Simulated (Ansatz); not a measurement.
**fcc Ni, ferromagnetic (1 1 1) on zinc-blende InP (1 1 1) (film strained to the substrate, faces as cut; started ferromagnetic)**

A periodic stack without vacuum, fcc Ni, ferromagnetic (1 1 1) on zinc-blende InP (1 1 1) (film strained to the substrate, faces as cut; started ferromagnetic): substrate slab In4P4, film Ni15, surface cells [[0, 1], [-1, 0]] and [[1, -2], [1, 1]], film strained by -2.2 and -2.2 %, faces P/In and Ni/Ni as cut (like faces can put a slab off its formula).

The start was prepared with a machine-learned potential, and the result is one local minimum, with the in-plane cell held and forces under 0.04 eV/Å; the film can end far from its bulk form.

Method: PBE (plane waves to 420 eV, PAW; Ansatz, an electronic-structure program). Scalar-relativistic, without spin–orbit coupling; PBE gaps are too small against experiment. Its k-point mesh 9×9×1, Fermi–Dirac width 0.05 eV.

The interface area comes out as 15.4 Å², the period is 24.86 Å and the gaps between the outermost planes at the two interfaces is 2.09 and 1.06 Å. The Ni–P contacts across the interfaces within 1.22 times the sum of covalent radii is 4, mean 2.23 Å, the In–Ni contacts across the interfaces within 1.22 times the sum of covalent radii is 3, mean 2.56 Å and the estimate of the barrier is withheld, since the two interfaces are unlike. The slope of the mean potential energy in the substrate comes out as -1.2 MV/cm × e.

```xyz
23
Lattice="4.2139 0.0006 -0.0633 -2.1065 3.6488 0.1025 -1.9589 0.1878 24.9053" Properties=species:S:1:pos:R:3 pbc="T T T"
In     3.3703     0.5048     3.2701
In    -0.7898     2.8749     6.8127
In     1.3682     1.5880    10.2000
In    -0.6647     0.2826    13.6347
P      3.3499     0.5221     0.6784
P     -0.8306     2.9200     4.2347
P      1.3305     1.6417     7.6252
P     -0.7249     0.3535    11.0842
Ni    -1.2579     1.4509    15.8117
Ni     0.8503     2.6295    15.7873
Ni    -1.2299     3.8640    15.8074
Ni    -1.9186     2.6114    17.8857
Ni     0.1868     3.8214    17.8697
Ni     0.1885     1.3877    17.8227
Ni    -2.5905     3.7843    19.9786
Ni     1.6202     1.3483    19.8472
Ni    -0.4843     2.5685    19.9187
Ni    -1.1675     1.3271    21.9477
Ni     0.9657     2.5290    21.9385
Ni    -1.1638     3.7330    22.0226
Ni    -1.7909     2.5357    24.6027
Ni     0.3532     3.7338    23.9864
Ni     0.2566     1.3563    23.9378
```
Starting moments (μB, in the order of the record's atoms In In In In P P P P Ni Ni Ni Ni Ni Ni Ni Ni Ni Ni Ni Ni Ni Ni Ni): 0.0 0.0 0.0 0.0 0.0 0.0 0.0 0.0 0.7 0.7 0.7 0.7 0.7 0.7 0.7 0.7 0.7 0.7 0.7 0.7 0.7 0.7 0.7.
